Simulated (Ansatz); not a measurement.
Sn on the 1x1 (110) surface of bcc Mo, one in a 2x2 cell, started at the site 'bridge Mo-Mo (span 3.2 Å)'

All values below come from PBE (plane waves to 420 eV, PAW; Ansatz, a first-principles code).

Set-up: 17 atoms, 6.5 Å thick at the start under the adsorbate (thin: gaps and levels are the slab's own); mesh 6x6x1; 0.1 eV smearing; dipole correction on; 8 atoms held, the rest relaxed; symmetry of the start imposed; no spin, no spin-orbit, no U, no dispersion correction. At the end it is bonded to 4 Mo. In PBE it is, or lies within 0.03 eV of, the lowest of the starts that converged.

```json
{
 "adsorption_energy_against_an_atom_of_beta_tin": "-1.12 eV",
 "work_function_of_the_top_face": "4.61 eV",
 "change_of_the_work_function": "0.017 eV",
 "change_of_the_step_from_the_bottom_to_the_top_vacuum_level_against_the_clean_slab": "0.058 eV",
 "energy_released_by_relaxation": "0.36 eV",
 "height of the binding atom over the mean of the host atoms within 0.3 Å of the top one": "2.202 Å",
 "nearest_host_atoms_of_the_binding_atom": "Mo at 2.77 Å, Mo at 2.77 Å, Mo at 3.10 Å",
 "largest_move_of_a_host_atom": "0.06 Å",
 "cost": "very roughly 10 core-minutes"
}
```

A negative adsorption energy means that the adsorbate is more stable on the surface than in its reference.
